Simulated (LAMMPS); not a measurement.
Simulation of a melt of Ni (fcc), 864 atoms, cooled from 2590 K to 300 K at 1e+13 K/s, at zero pressure.

Model: classical MD, pair style meam, file library.meam (library.meam-Ni) (LAMMPS).

The state found comes out as glass, the density is 8.50 g/cm³ (one sample) and the volume per atom is 11.5 Å³ (one sample). The enthalpy per atom is -4.218 eV (one sample), the first peak of g(r) is 2.46 Å, height 5.3 and the coordination number is 10.2 (counted to 2.86 Å). The most common Ni-Ni-Ni angle comes out as in the 3° bin centred on 58.5° (mean of all 98°), the mean frequency of the velocity spectrum comes out as 8.2 THz and the energy above the crystal at 0 K comes out as 0.156 eV/atom. The cost is roughly 9 core-minutes.

Potential: file library.meam of the LAMMPS distribution; its header cites Baskes, Phys Rev B, 46, 2727-2742 (1992).

Caution: the potential MEAM library.meam-Ni is a first-neighbour MEAM set with a 4 Å cutoff, used here without a parameter file and away from the static properties it was fitted to.

```tsv
T (K)	potential energy (eV/atom)
2552	-3.7208
2476	-3.7482
2399	-3.7621
2323	-3.7880
2246	-3.8086
2170	-3.8335
2094	-3.8470
2018	-3.8745
1941	-3.9043
1865	-3.9184
1788	-3.9470
1712	-3.9627
1636	-3.9888
1560	-4.0047
1483	-4.0270
1407	-4.0537
1330	-4.0699
1254	-4.0851
1178	-4.1098
1102	-4.1283
1025	-4.1419
948.8	-4.1573
872.5	-4.1727
796.2	-4.1871
719.8	-4.1970
643.5	-4.2095
567.2	-4.2201
490.8	-4.2306
414.5	-4.2412
338.2	-4.2519
```

```csv
frequency (THz),spectral density (1/THz)
0.1200,0.0005
0.5990,0.0010
1.078,0.0021
1.557,0.0070
2.036,0.0109
2.515,0.0202
2.994,0.0229
3.474,0.0331
3.953,0.0514
4.431,0.0699
4.911,0.0892
5.390,0.1038
5.869,0.1198
6.348,0.1287
6.827,0.1295
7.306,0.1284
7.786,0.1315
8.264,0.1315
8.744,0.1287
9.223,0.1241
9.702,0.1186
10.18,0.1069
10.66,0.0909
11.14,0.0744
11.62,0.0572
12.10,0.0452
12.58,0.0325
13.06,0.0241
13.53,0.0187
14.01,0.0139
14.49,0.0113
14.97,0.0086
15.45,0.0067
15.93,0.0055
16.41,0.0047
16.89,0.0039
17.37,0.0034
17.85,0.0029
18.33,0.0025
18.80,0.0024
19.28,0.0021
19.76,0.0018
20.24,0.0016
20.72,0.0014
21.20,0.0013
21.68,0.0012
22.16,0.0010
22.64,0.0009
23.12,0.0008
23.60,0.0007
```
